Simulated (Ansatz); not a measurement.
**Input and output of a self-consistent single point for PbO2 (P4_2/mnm, 6 atoms in the cell) (Ansatz, an electronic-structure program)**

Method: PBE (plane waves, PAW; Ansatz).

Input:

Ansatz 0.2 input:
```yaml
crystal:
  lattice:
    - [4.88806800, 0.00000000, 0.00000000]
    - [0.00000000, 4.88806800, 0.00000000]
    - [0.00000000, 0.00000000, 3.33604700]
  atoms:
    - { symbol: Pb, position: [0.00000000, 0.00000000, 0.00000000] }
    - { symbol: Pb, position: [0.50000000, 0.50000000, 0.50000000] }
    - { symbol: O, position: [0.30743000, 0.30743000, 0.00000000] }
    - { symbol: O, position: [0.69257000, 0.69257000, 0.00000000] }
    - { symbol: O, position: [0.19257000, 0.80743000, 0.50000000] }
    - { symbol: O, position: [0.80743000, 0.19257000, 0.50000000] }
kpoints:
  mp_grid: { grid: [6, 6, 8] }
hamiltonian:
  xc: pbe
  pseudopotentials: { kind: paw }
scf:
  occupations: { method: gaussian, width: 0.136 eV }
output:
  forces: true
  eigenvalues: true
  stress: true
```

Log, with long lists cut:

```
WARN basis.ecutwfc = 420 eV, the default
WARN ansatz: RAYON_NUM_THREADS=1 ignored (pool sized by the plan → 1); use --threads N
Pseudopotentials: kind: paw
Pseudopotential: Pb, paw, valence charge 14
Pseudopotential: O, paw, valence charge 6
Crystal: 6 atoms, lattice volume = 79.709 Å³
Basis set: ecut = 420 eV, 1559 PW (Γ), exchange–correlation on 72×72×48 points (8 copies of the dense FFT grid, shifted against one another)
Bands: 32, of which v1, the nominal top of the filled ones, is band 26 counted from 1 (25 counted from 0)
Symmetry: 16 space group operations
Space group: P42/mnm (ITA 136), of the structure as read, at distance tolerance 4.3e-5 Å
k-points: 50 of 288
Initial density: superposition of atomic densities (neutral atoms: chi_scale 0, normalization atom), corrected by the library's trained network
Initial wavefunctions: pseudopotential atomic-orbital guess
Eigensolver: davidson
Functional: x = pbe(κ = 0.804, μ = 0.2195149727645171), c = pbe(β = 0.06672455060314922)
SCF iter   1: F=—  HF=-26077.027234 eV  |F-HF|=—  |Δ(HF+E_count)|=         —  Δρ=2.88e-3  dr2=4.22e-3  ethr=1.77e-3  ⟨swp⟩=6.7  Hψ=7677  notcnv=0  defer=2
all-band conjugate gradients solve this SCF's bands
preconditioner: auto → Resta (q_TF=auto, 2.541 Å⁻¹)
SCF iter   2: F=—  HF=-26077.026785 eV  |F-HF|=—  |Δ(HF+E_count)|=   4.49e-4  Δρ=1.38e-3  dr2=7.83e-4  ethr=8.11e-6  ⟨swp⟩=2.7  Hψ=3329  notcnv=0  defer=2
SCF iter   3: F=—  HF=-26077.027024 eV  |F-HF|=—  |Δ(HF+E_count)|=   2.39e-4  Δρ=5.92e-4  dr2=2.45e-4  ethr=1.51e-6  ⟨swp⟩=2.4  Hψ=2273  notcnv=0  defer=2
SCF iter   4: F=—  HF=-26077.027125 eV  |F-HF|=—  |Δ(HF+E_count)|=   1.01e-4  Δρ=1.11e-4  dr2=8.92e-6  ethr=4.72e-7  ⟨swp⟩=2.2  Hψ=2395  notcnv=0  defer=2
SCF iter   5: F=—  HF=-26077.027020 eV  |F-HF|=—  |Δ(HF+E_count)|=   1.04e-4  Δρ=2.28e-5  dr2=4.25e-7  ethr=1.71e-8  ⟨swp⟩=2.6  Hψ=2957  notcnv=0  defer=2
SCF iter   6: F=-26077.027021 eV  HF=-26077.027021 eV  |F-HF|=9.63e-9  |Δ(HF+E_count)|=   4.68e-7  Δρ=5.01e-6  dr2=2.22e-8  ethr=1.92e-10  ⟨swp⟩=10.9  Hψ=8860  notcnv=0
SCF 1 converged in 6 iterations: F = -26077.027021 eV  dr2 = 2.22e-8
SCF converged after 6 iterations
Free energy (F): -26077.027021 eV
Harris-Foulkes:  -26077.027021 eV  (|F-HF|=9.63e-9)
Internal energy: -26077.025730 eV  (E = F + TS)
E sigma→0 (E₀):  -26077.026375 eV
Entropy (-TS):   -0.001290 eV (-0.215 meV/atom)
Fermi energy:    8.950389 eV
--- Per-component energies (eV) ---
  E_band       = -39.716950
  E_kinetic    = 1291.236398
  E_local      = -3319.537153  (includes V_loc(G=0)·N_el)
  E_nonlocal   = 906.222714
  E_hartree    = 1285.561367
  E_xc         = -728.233007
  E_vxc        = -632.519925  (∫ρ·V_xc dr)
  E_paw        = -21471.909387  (= ΣΔE_a)
  E_vpaw       = -856.251301  (= ΣTr[D̂ρ^β])
  E_aug_tail   = 0.009835  (compensation charges beyond the density's cutoff)
  E_ewald      = -4040.376497
  E_smearing   = -0.001290  (= −TS)
  E_closure    = -0.000000  (closes the sum)
  Σ components = -26077.027021   (vs F -26077.027021, Δ=0.00e0)
--- Forces (eV/Å), atoms counted from 1 ---
  atom   1  Pb     0.00000000    -0.00000000     0.00000000
  atom   2  Pb     0.00000000    -0.00000000     0.00000000
  atom   3  O     -0.14990291    -0.14990291     0.00000000
  atom   4  O      0.14990291     0.14990291     0.00000000
  atom   5  O      0.14990291    -0.14990291     0.00000000
  atom   6  O     -0.14990291     0.14990291     0.00000000
  max |Σ_I F_I| component: 8.33e-17 eV/Å
--- Stress (GPa, compression-positive) ---
       15.607022       0.000000       0.000000
        0.000000      15.607022       0.000000
        0.000000       0.000000      20.325508
  P = ⅓ Tr σ = 17.1799 GPa (171.799 kbar)
  The stress holds the Pulay correction. Without it, at fixed plane waves, as pw.x and ABINIT print it: P = 16.5830 GPa
--- Band table (eV; the first three rows and the last of 50) ---
  k-point 0: bands = ["-9.8249", "-9.6279", "-7.8381", "-7.8381", "-6.7366", "-6.4815", "-6.4422", "-6.4422", "-6.2220", "-6.0775", "-6.0292", "-6.0073", "-6.0073", "-3.7479", "0.6973", "5.3167", "5.3711", "5.3711", "6.6268", "7.0078", "7.4368", [...]
  k-point 1: bands = ["-9.6935", "-9.5341", "-8.1772", "-8.1772", "-6.6973", "-6.4284", "-6.2087", "-6.1280", "-6.1280", "-6.0730", "-6.0307", "-5.9088", "-5.9088", "-3.8769", "0.5882", "5.3219", "5.5036", "5.5036", "5.5800", "6.6912", "7.6264", [...]
  k-point 2: bands = ["-9.3559", "-9.2919", "-8.6813", "-8.6813", "-6.5702", "-6.2932", "-6.1735", "-6.1354", "-6.1354", "-6.0553", "-6.0374", "-5.2003", "-5.2003", "-4.2898", "0.4432", "3.8991", "5.3785", "5.7838", "5.7838", "6.8368", "6.8368", [...]
  k-point 49: bands = ["-9.1957", "-9.1957", "-8.8242", "-8.8242", "-6.2260", "-6.2260", "-6.0687", "-6.0687", "-6.0073", "-6.0073", "-5.6373", "-5.6373", "-4.3372", "-4.3372", "0.7226", "0.7226", "4.6732", "4.6732", "6.8867", "6.8867", "7.0467", [...]
```

The run converged in 6 iterations.

The starting cell comes from a database of computed structures (which also holds hypothetical and non-ambient phases and stackings), without a prior relaxation at this level. Its lattice was rescaled by a random factor within 2.5 % of one. Spin-orbit coupling is off. With a pressure of about 17 GPa the cell is away from its equilibrium volume at this level. Ansatz's pressure includes its estimate of the finite-basis (Pulay) stress. Without the estimate this run gives 16.58 GPa. A gap is left out here, as mesh or smearing make it unsure.
